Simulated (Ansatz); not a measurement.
# KF: band gap against strain

KF (rock salt, Fm-3m, 18.681 Å³/atom at rest) under an equal strain ε in the (001) plane with the normal axis free, as in a coherent film. PBEsol in Ansatz, a plane-wave DFT program (PAW, default set), 420 eV, 11×11×11 Γ-centred mesh, Fermi-Dirac smearing 0.05 eV; ions are relaxed within the symmetry of each cell. Gaps are the smallest over the k-mesh and a band path, without spin-orbit coupling; in all rows the valence edge lies at Γ and the conduction edge at Γ.

Here s stands for strain and Eg for gap.

| strain (%) | gap (eV) |
|---|---|
| 0.00 | 6.151 |
| 0.50 | 6.104 |
| 1.00 | 6.057 |
| 1.50 | 6.010 |
| 3.00 | ? |

Task: Fit Eg against s with a straight line, and predict the withheld value at s = 3.00.

Result: Means: s 0.75000, Eg 6.0805. About the means, the sum of products is -0.11750 and the sum of squares of s is 1.2500; the slope is their ratio. Least squares gives Eg = 6.1510 - 0.09400·s. Residuals (row less fit): 0.0000, 0.0000, 0.0000, 0.0000; standard error 0.0000 (degrees of freedom: 2). Over these rows the gap moves by -9.4 ± 0.03 eV per unit strain. At the withheld row, Eg = 6.1510 - 0.09400 × 3.0 = 5.8690 eV. The calculation gives 5.871 eV, 0.0020 eV above the prediction (0.7 % of the range of Eg in the table). The row lies outside the fitted rows, so this is an extrapolation. The fitted rows scatter only by rounding.

Rows are the converged runs of the series near zero and its far end; series whose fitted rows scatter by over a few per cent of the range, as at a crossing or softening among them, aren't shown in this form. Most that stay on the fit to the last digits aren't either.
